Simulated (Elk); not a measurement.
Worked example: self-consistent single point of Ag (Im-3m, 1 atom in the cell) in Elk.

Computed with LDA (PW92), all-electron FP-LAPW, Elk's shipped species files, default APW+lo basis run with Elk.

```xyz
1
Lattice="-1.6639 1.6639 1.6639 1.6639 -1.6639 1.6639 1.6639 1.6639 -1.6639" Properties=species:S:1:pos:R:3 pbc="T T T"
Ag     0.0000     0.0000     0.0000
```

Reference input (self-consistent single point, DFT, LDA (PW92), all-electron FP-LAPW, Elk's shipped species files, default APW+lo basis): swidth = 0.00367493 Ha; ngridk = 12 12 12; rmtscf = 0.99; maxscl = 100. This run's input differs from it in these lines:

```diff
@@ -4,3 +4,3 @@
 rmtscf
-  0.99
+  0.84
```

Output (repeated stretches shortened):

```
│ Self-consistent loop started │
│ Loop number : 1 │
 total energy                :     -5307.21831318
│ Loop number : 2 │
 total energy                :     -5307.49005368
RMS change in Kohn-Sham potential (target) :   0.1729234016     (  0.1000000000E-05)
Absolute change in total energy (target)   :   0.2717405009     (  0.1000000000E-03)
│ Loop number : 3 │
 total energy                :     -5310.04175779
RMS change in Kohn-Sham potential (target) :   0.1025502250     (  0.1000000000E-05)
Absolute change in total energy (target)   :    2.619639236     (  0.1000000000E-03)
│ Loop number : 4 │
   [... lines left out ...]
Absolute change in total energy (target)   :   0.3900280944E-03 (  0.1000000000E-03)
│ Loop number : 14 │
 total energy                :     -5312.41545352
RMS change in Kohn-Sham potential (target) :   0.3683529279E-07 (  0.1000000000E-05)
Absolute change in total energy (target)   :   0.1203264883E-03 (  0.1000000000E-03)
│ Loop number : 15 │
 total energy                :     -5312.41545406
RMS change in Kohn-Sham potential (target) :   0.1851790748E-07 (  0.1000000000E-05)
Absolute change in total energy (target)   :   0.3062430551E-04 (  0.1000000000E-03)
Convergence targets achieved

│ Loop number : 16 │

Energies :
 Fermi                       :     0.259035450243
 total energy                :     -5312.41545447

Density of states at Fermi energy :    14.38185065
 (states/Hartree/unit cell)

Estimated indirect band gap :   0.4944672174E-02
 from k-point     53 to k-point      7
Estimated direct band gap   :   0.9127189569E-01
 at k-point      7

Charges :
 core                        :    28.00000000
 valence                     :    19.00000000
 interstitial                :    2.145708584
 muffin-tins (core leakage)
  species :    1 (Ag)
   atom    1                 :    44.85429142     (  0.9150542724E-07)
 total in muffin-tins        :    44.85429142
 total calculated charge     :    47.00403187
 total charge                :    47.00000000
 error                       :   0.4031870789E-02

│ Self-consistent loop stopped │
```

The run converged in 16 iterations. The count includes the last loop, which Elk runs after its targets are met. Against the reference run the free energy rises by 401 meV/atom.

The starting cell comes from a database of computed structures (which also holds hypothetical and non-ambient phases and stackings), without a prior relaxation at this level. Its lattice was rescaled by up to half a per cent. Values depend on the basis (sphere radii, cutoffs, local orbitals), which need not be converged. The log's line on a gap gives a spacing of levels on this mesh, which the program prints for metals too.
